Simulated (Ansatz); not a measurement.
# Os on the W site in bcc W

All values below come from PBE, PAW (plane waves to 420 eV; Ansatz, a program for electronic structure). Cell and caveats: 54-site cell; 4×4×4 shifted k-points; start: the W site; no spin–orbit coupling; not converged in cell size; the relaxation kept the symmetry of the starting site.

Neighbours after relaxation, in Å: of the Os atom: W 2.77, W 2.77, W 2.77, W 2.77, W 2.77, W 2.77, W 2.77, W 2.77 (the shell may go on).

Formation energies E_f are those of the neutral cell. Chemical conditions: host crystal and elements as references (Δμ(W) = 0.00 eV, Δμ(Os) = 0.00 eV; Os taken from its element, since no compound that bounds it was computed at this level; only phases computed here count, gases as isolated molecules at 0 K). Reference phases: Os: hcp Os, W: bcc W.

```json
[
 {"charge": "0", "moment (μB)": "not spin-polarised", "point group": "Oh", "largest move off a lattice site (Å)": "0.01", "E_f, host crystal and elements as references (eV)": "0.73"}
]
```

Point groups are those of the whole cell at tolerances of 0.03 and 0.1 Å ("near" where only the looser one holds); none is given for unsettled states.

All states together cost about 9 core-minutes (a rough figure).
